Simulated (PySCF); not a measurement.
PySCF 2.14.0, PBE0/def2-svp, df: Si(GeH3)3(OH) (O[Si]([GeH3])([GeH3])[GeH3]), 15 atoms. The geometry is a generated start, not checked to be a minimum at this level.

```json
{
  "task": "energy",
  "method": "pbe0",
  "basis": "def2-svp",
  "two_electron_scheme": "density fitting",
  "mol.max_memory": "3000 MB",
  "mf.max_cycle": "100",
  "mf.init_guess": "minao (default)",
  "mf.DIIS": "CDIIS (default)",
  "mf.diis_space": "8 (default)",
  "mf.conv_tol": "1e-09 (default)",
  "mf.grids.level": "3 (default)",
  "basis_functions": "178",
  "grid_points": "193264"
}
```

```xyz
15

O      0.3299    -0.2931    -1.9744
Si     0.0656    -0.0288    -0.3851
Ge     0.4536     2.2752    -0.2665
Ge     1.5866    -1.3077     0.8843
Ge    -2.1410    -0.6463     0.1773
H      0.2332    -1.1536    -2.3736
H      1.5155     2.7714    -1.1973
H     -0.7415     3.1288    -0.5729
H      0.9024     2.7570     1.0820
H      1.6673    -2.7515     0.4617
H      1.3083    -1.3896     2.3552
H      3.0195    -0.8630     0.8241
H     -3.1470    -0.5579    -0.9368
H     -2.2759    -2.0746     0.6327
H     -2.7765     0.1337     1.2893
```

One run each on 2 threads, 1 BLAS thread. Values of level_shift (Hartree) tried: 0 (default), 0.1, 0.3, 1.

### Question
How does the count of Fock builds change with level_shift (Hartree), and where is it least?

### Answer
Fewest Fock builds, within one of each other: 0 (default) with 12, 0.1 with 12. The count rises to 30 at 1. All converge to one solution.

```tsv
level_shift (Hartree)	Fock builds	end
0 (default)	12	same solution
0.1	12	same solution
0.3	15	same solution
1	30	same solution
```
